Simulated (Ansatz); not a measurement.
Consider Cs in the bcc (W type) structure (space group Im-3m, No. 229; relaxed with 0.1 eV smearing).

```xyz
1
Lattice="-3.0036 3.0036 3.0036 3.0036 -3.0036 3.0036 3.0036 3.0036 -3.0036" Properties=species:S:1:pos:R:3 pbc="T T T"
Cs     0.0000     0.0000     0.0000
```

Cartesian axes are those of the cell as printed.

Computed with Ansatz (a first-principles code) PBEsol, scalar-relativistic without spin-orbit coupling.

Before the change:

Pressure: 0.0 GPa

Perturbation: tensor shear ε_xy = +1.43 % (engineering shear γ = 0.0286), atoms relaxed at fixed cell.

### Question
How does this affect the energy relative to the base?

### Answer
The energy increases by 0.5 meV/atom.

### Question
What happens to the pressure?

### Answer
The pressure (mean of the normal stresses, compression positive) stays 0.0 GPa.

The cells carry an imposed strain or load. Whether these cells are dynamically stable was not tested. All final runs are without spin polarisation.
